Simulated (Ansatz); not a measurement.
The starting structures come from a database of crystals and need not be the phases stable at ambient conditions.

 Where the default PAW files enter, the runs use the earlier of Ansatz's two default sets.

The decay constant κ of evanescent states in the gap governs leakage through a thin film.

Input:

```xyz
4
Lattice="3.8931 0.0000 0.0000 -1.9465 3.3715 0.0000 1.9465 1.1238 7.0388" Properties=species:S:1:pos:R:3 pbc="T T T"
Sr     1.9465     1.1238     2.1735
Sr     1.9465     3.3715     4.8653
N      0.0000     2.2477     3.5194
Cl     0.0000     0.0000     0.0000
```

Space group of this cell: R-3m. The cell is taken as given.

Transport runs along the normal of the first two printed cell vectors, the (001) plane of the conventional cell.

No gap correction and no spin-orbit coupling; mid-gap values are interpolated between computed energies.

### Question
Give the band gap and the smallest decay constant κ at mid-gap that r2SCAN (Ansatz, a quantum-chemistry and plane-wave program) yields.

### Answer
Gap 2.19 eV on a 10×10×10 mesh; κ = 0.270 1/Å, at the zone centre.
